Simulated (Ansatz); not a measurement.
O on the (0001) surface of wurtzite GaN (2x2 with 3 H on 4 top atoms; a constructed slab, bottom: 3 H on 4 bottom sites), one in a cell of 36 Å², started at the site 'top H #2'

Host crystal: wurtzite GaN, with a band gap (PBE, scalar-relativistic without spin-orbit coupling).

Level of theory: r2SCAN, at the PBE geometry and the start's symmetry (plane waves to 500 eV, PAW; Ansatz, an electronic-structure program).

Slab: 47 atoms, 13.8 Å thick at the start with caps and adatoms under the adsorbate (thin: gaps and levels are the slab's own); k 4x4x1, smearing 0.01 eV, dipole-corrected; single point; no symmetry held, on the structure that PBE left; spin-polarised, no spin-orbit, no U, no dispersion correction. The starting moment vanished. The program's check for a lower electronic state was not made. At the end it is bonded to Ga. In PBE it is, or lies within 0.03 eV of, the lowest of the starts that converged; the order may differ at this level.

```yaml
energy of the end state, in which the adsorbate took H from the surface, giving HO, against ½ O2(g) at the same level: -2.89 eV
gap_of_the_slab_on_its_k_mesh: 2.30 eV
highest_filled_level_below_the_top_vacuum_level: 7.35 eV
change_of_the_step_from_the_bottom_to_the_top_vacuum_level_against_the_clean_slab: 0.32 eV
height of the binding atom over the mean of the host atoms within 0.3 Å of the top one: 0.175 Å
magnetic_moment_of_the_cell: 0.00 μB
caution: the clean host was not checked against rearrangement in a larger or rattled cell
```

A negative adsorption energy means that the adsorbate is more stable on the surface than in its reference.
